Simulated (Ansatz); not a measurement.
## ZrGe: pressure series

The reference is ZrGe (space group Pnma, No. 62; a = 7.102 Å, b = 3.915 Å, c = 5.409 Å; a cell from a computed database, its experimental status unchecked).

Cell and atoms are relaxed at each pressure.

Calculations: r2SCAN (Ansatz, a quantum-chemistry and plane-wave program; PAW; 500 eV plane waves; scalar-relativistic without spin-orbit coupling), earlier PAW set.

Notes on the quantities. enthalpy: H = E + PV relative to the base's energy.

```json
[
 {"case": "base", "shortest interatomic distance": "2.650 Å", "enthalpy": "–"},
 {"case": "pressure 3 GPa", "shortest interatomic distance": "2.624 Å", "enthalpy": "+0.35 eV/atom"},
 {"case": "pressure 7 GPa", "shortest interatomic distance": "2.594 Å", "enthalpy": "+0.80 eV/atom"},
 {"case": "pressure 15 GPa", "shortest interatomic distance": "2.546 Å", "enthalpy": "+1.68 eV/atom"},
 {"case": "pressure 30 GPa", "shortest interatomic distance": "2.479 Å", "enthalpy": "+3.22 eV/atom"},
 {"case": "pressure 50 GPa", "shortest interatomic distance": "2.415 Å", "enthalpy": "+5.15 eV/atom"}
]
```

Load acts through the strain it causes; cell and atoms are relaxed under it. Whether these cells are dynamically stable was not tested. Competing high-pressure phases were not computed. The final runs are not spin-polarised.
